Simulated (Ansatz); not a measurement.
Take C in the diamond structure (space group Fd-3m, No. 227; a = 3.5537 Å) as the base. Axes: x, y, z lie along the cube axes.

Level of theory: Kohn–Sham DFT with the PBEsol functional, run in Ansatz (a program for electronic structure) with PAW and 420 eV plane waves, scalar-relativistic without spin-orbit coupling, earlier PAW set.

Strains are applied to the cell and any free atomic positions relax; under stress the whole cell relaxes.

One change was made to it. Results:

The smallest direct gap drops by 0.02 eV to 5.55 eV; the gap character stays indirect, Γ → Γ–X (75 % along); the energy grows by 0.4 meV/atom.

Which of these changes matches the shifts?
A. uniaxial stress, 8 GPa tension along x
B. isotropic strain +0.23 %
C. uniaxial strain ε_yy = +5.58 %

B, isotropic strain +0.23 %. For comparison, the smallest direct gap in the other runs: uniaxial strain ε_yy = +5.58 % gives 4.95 eV; uniaxial stress, 8 GPa tension along x gives 5.48 eV.

Stability under load was not tested beyond the relaxation. Labels are those of the standard path for the cell's own space group.
